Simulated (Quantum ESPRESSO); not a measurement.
**Quick settings and what they miss: MnZn (Pm-3m, 2 atoms in the cell)**

Self-consistent single point.

```
CELL_PARAMETERS angstrom
      2.94249     0.00000     0.00000
      0.00000     2.94249     0.00000
      0.00000     0.00000     2.94249
ATOMIC_POSITIONS crystal
  Mn 0.00000 0.00000 0.00000
  Zn 0.50000 0.50000 0.50000
```
Moments meant for the start (each program seeds them in its own way; μB, in the order of the atoms Mn Zn): 4.0 0.0.

Method: PBEsol, SSSP 1.1.2 efficiency (PBE) pseudopotentials (plane waves; Quantum ESPRESSO).

Base settings: ecutwfc = 50 Ry; ecutrho = 400 Ry; occupations = smearing; smearing = gaussian; degauss = 0.0036749 Ry; nspin = 2; input_dft = pbesol; potentials = {Mn: mn_pbe_v1.5.uspp.F.UPF, Zn: Zn_pbe_v1.uspp.F.UPF}; K_POINTS = automatic 15 15 15 0 0 0; conv_thr = 1e-09 Ry; mixing_beta = 0.5.

Tight run (finer mesh or higher cutoff; not a proven limit): ecutwfc: 50 Ry → 70 Ry; ecutrho: 400 Ry → 560 Ry; conv_thr: 1e-09 Ry → 7.3e-11 Ry; K_POINTS: automatic 15 15 15 0 0 0 → automatic 21 21 21 0 0 0. It gave Fermi level (on the code's own zero) 16.51 eV; pressure -1.17 GPa; size of the cell's spin moment 2.80 μB; site moments (μB, in the program's spheres or projections) Mn 2.77, Zn -0.03.

Quick runs, as changes from the base:
- A: the base itself
- B: ecutwfc: 50 Ry → 30 Ry; ecutrho: 400 Ry → 240 Ry; input_dft: pbesol → default; pseudopotentials: {Mn: mn_pbe_v1.5.uspp.F.UPF, Zn: Zn_pbe_v1.uspp.F.UPF} → {Mn: mn_lda_v1.5.uspp.F.UPF, Zn: zn_lda_v1.uspp.F.UPF}; K_POINTS: automatic 15 15 15 0 0 0 → automatic 1 1 1 0 0 0 [LDA (PZ)]
- C: ecutwfc: 50 Ry → 40 Ry; ecutrho: 400 Ry → 320 Ry; degauss: 0.0036749 Ry → 0.0099958 Ry; K_POINTS: automatic 15 15 15 0 0 0 → automatic 6 6 6 0 0 0

Energies are extrapolated to zero smearing width, which holds to low order in the width alone (under cold and Methfessel-Paxton smearing the free energy itself is taken).

Dashes: energy of B, another energy zero.

† marks runs with another functional, U, potentials or spin treatment: their distance from the tight run is not a convergence error alone.

The count of work is k-points × plane waves × bands × iterations; it is no time. 

The starting cell comes from a database of computed structures (which also holds hypothetical and non-ambient phases and stackings), without a prior relaxation at this level. Its lattice was rescaled by a random factor within 2.5 % of one. With one magnetic atom in the cell only a parallel order is possible.

```tsv
run	energy less tight (meV/atom)	pressure less tight (GPa)	size of the net moment less tight (μB/atom)	count of work / tight
A	9.2	-0.10	0.00	0.24
B†	–	-79.41	0.10	0.00074
C	25.4	0.79	0.01	0.028
```

Among the runs at the tight run's level, the energy misses run from 9.2 to 25.4 meV/atom.

Left out of this page: 3 runs of the series outside the window shown, repeating another row's setting, or not comparable.
